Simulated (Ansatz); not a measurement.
Functionals compared on the (31-42) surface of hcp Zr in its 1x1 cell, outermost plane spacing 0.25 Å in the ideal cut, in Ansatz (plane waves, PAW). The structure was relaxed with PBE; the other rows are single points on it, each with its references at the same level. Cutoff 420 eV (500 eV for r2SCAN).

Set-up: 30 atoms, 10.7 Å thick at the start; mesh 5x5x1; 0.1 eV smearing; dipole correction on; all atoms relaxed; symmetry of the start imposed; no spin, no spin-orbit, no U. These notes are the PBE run's.

```
functional  surface energy (J/m²)  work function of the top face (eV)         rough cost of the single point
----------  ---------------------  ----------------------------------  -------------------------------------
PBE                          1.69                                3.51                                      –
LDA                    (withheld)                          (withheld)  about 4 core-minutes (a rough figure)
PBEsol                       1.85                                3.57                 roughly 5 core-minutes
RPBE                         1.57                                3.38            very roughly 4 core-minutes
r2SCAN                       1.82                                3.51            very roughly 8 core-minutes
```

Some entries are withheld; supply them.


- LDA, surface energy (J/m²): 1.90
- LDA, work function of the top face (eV): 3.73

Ansatz is an electronic-structure program.
